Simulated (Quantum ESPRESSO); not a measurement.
Quantum ESPRESSO run on VCrB2 (P1, 4 atoms in the cell): self-consistent single point.

Computed with LDA (PZ), GBRV 1.5 ultrasoft (LDA) pseudopotentials (plane waves; Quantum ESPRESSO 7.5).

The change in words: atoms moved at random. Reference geometry:
```
CELL_PARAMETERS angstrom
      2.99017     0.00000     0.00000
      0.00000     1.51800     4.03244
      0.00000    -1.51800     4.03244
ATOMIC_POSITIONS crystal
  V  0.50000 0.14781 0.14781
  Cr 0.00000 0.85370 0.85370
  B  0.00000 0.56275 0.56275
  B  0.50000 0.43574 0.43574
```

Reference input (self-consistent single point, DFT, LDA (PZ), plane waves, GBRV 1.5 ultrasoft (LDA) pseudopotentials): ecutwfc = 50 Ry; ecutrho = 400 Ry; occupations = smearing; smearing = fermi-dirac; degauss = 0.0036749 Ry; potentials = {V: v_lda_v1.4.uspp.F.UPF, Cr: cr_lda_v1.5.uspp.F.UPF, B: b_lda_v1.4.uspp.F.UPF}; K_POINTS = automatic 9 9 9 0 0 0; conv_thr = 1e-10 Ry; mixing_beta = 0.7. This run's input differs from it in these lines:

```diff
@@ -31,6 +31,6 @@
 ATOMIC_POSITIONS angstrom
-V     1.4950830000    0.0000000000    1.1920707997
-Cr    0.0000000000    0.0000000000    6.8849931782
-B     0.0000000000    0.0000000000    4.5385145965
-B     1.4950830000    0.0000000000    3.5141934256
+V     1.5042986916   -0.0724998710    1.2093941748
+Cr   -0.0164369425    0.0376981113    6.8666858870
+B    -0.0017133651    0.0550564871    4.5474383929
+B     1.5040146258   -0.0202532094    3.5062575778
 K_POINTS automatic
```

The program printed (abridged):

```
     Self-consistent Calculation

     iteration #  1     ecut=    50.00 Ry     beta= 0.70

     negative rho (up, down):  2.480E-03 0.000E+00

     total energy              =    -331.88921387 Ry
     estimated scf accuracy    <       2.73275453 Ry

     iteration #  2     ecut=    50.00 Ry     beta= 0.70

     negative rho (up, down):  1.319E-03 0.000E+00

     total energy              =    -328.95234464 Ry
     estimated scf accuracy    <      38.54192341 Ry

     iteration #  3     ecut=    50.00 Ry     beta= 0.70

     negative rho (up, down):  7.828E-04 0.000E+00

     total energy              =    -332.33847282 Ry
     estimated scf accuracy    <      19.37184588 Ry

   [... 12 blocks of this kind left out ...]

     iteration # 16     ecut=    50.00 Ry     beta= 0.70

     negative rho (up, down):  1.279E-03 0.000E+00

     total energy              =    -333.52604763 Ry
     estimated scf accuracy    <          1.4E-09 Ry

     iteration # 17     ecut=    50.00 Ry     beta= 0.70

     negative rho (up, down):  1.279E-03 0.000E+00
     End of self-consistent calculation

     Number of k-points >= 100: set verbosity='high' to print the bands.

     the Fermi energy is    16.2836 ev

!    total energy              =    -333.52604763 Ry
     estimated scf accuracy    <          9.5E-11 Ry
     smearing contrib. (-TS)   =      -0.00149202 Ry
     internal energy E=F+TS    =    -333.52455562 Ry

     convergence has been achieved in  17 iterations

     negative rho (up, down):  1.279E-03 0.000E+00

     Forces acting on atoms (cartesian axes, Ry/au):

     atom    1 type  1   force =    -0.00527234    0.05251756   -0.01931046
     atom    2 type  2   force =     0.00784127   -0.01971867    0.01816685
     atom    3 type  3   force =     0.00414859   -0.03864030   -0.01638036
     atom    4 type  3   force =    -0.00671752    0.00584142    0.01752396

     Total force =     0.078129     Total SCF correction =     0.000018

     negative rho (up, down):  1.279E-03 0.000E+00
          total   stress  (Ry/bohr**3)                   (kbar)     P=     -249.87
  -0.00168442  -0.00002872  -0.00000887         -247.79       -4.22       -1.31
  -0.00002872  -0.00164692   0.00015409           -4.22     -242.27       22.67
  -0.00000887   0.00015409  -0.00176435           -1.31       22.67     -259.54

   JOB DONE.
```

The run converged in 17 iterations. Against the reference run the free energy rises by 27.3 meV/atom, the pressure goes from -25.87 to -24.99 GPa and the largest force goes from 0.270 to 1.445 eV/Å.

The starting cell comes from a database of computed structures (which also holds hypothetical and non-ambient phases and stackings), without a prior relaxation at this level. Its lattice was rescaled by a random factor within 2.5 % of one. For this run, on top of that: atoms moved at random. Spin polarisation is off. With a pressure of about -25 GPa the cell is away from its equilibrium volume at this level. Forces in this geometry exceed 1 eV/Å.

Cost on one core of a shared machine: roughly 6 min.
